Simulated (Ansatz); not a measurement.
Base system: CuAu (space group P4/mmm, No. 123; a = 2.813 Å, c = 3.593 Å; relaxed with 0.1 eV smearing). Axes: x, y, z lie along a, b, c of the conventional cell.

Level of theory: PBEsol (Ansatz, a first-principles code), without spin-orbit coupling.

Perturbation: uniaxial strain ε_zz = +1.00 %, all other strain components held at zero; the atoms relax in the strained cell.

Question: Predict the stress tensor and what it implies for the stiffness.

Answer: Stress of the strained cell less that of the base (GPa, compression positive):
```
   -1.5     0.0     0.0
    0.0    -1.5     0.0
    0.0     0.0    -1.8
```

Then −Δσ_ii/ε with ε = 0.0100 gives relaxed-ion elastic constants: C33 ≈ 179 GPa, C13 ≈ 155 GPa and C23 ≈ 155 GPa.

No phonon test of stability was made. All final runs are without spin polarisation.
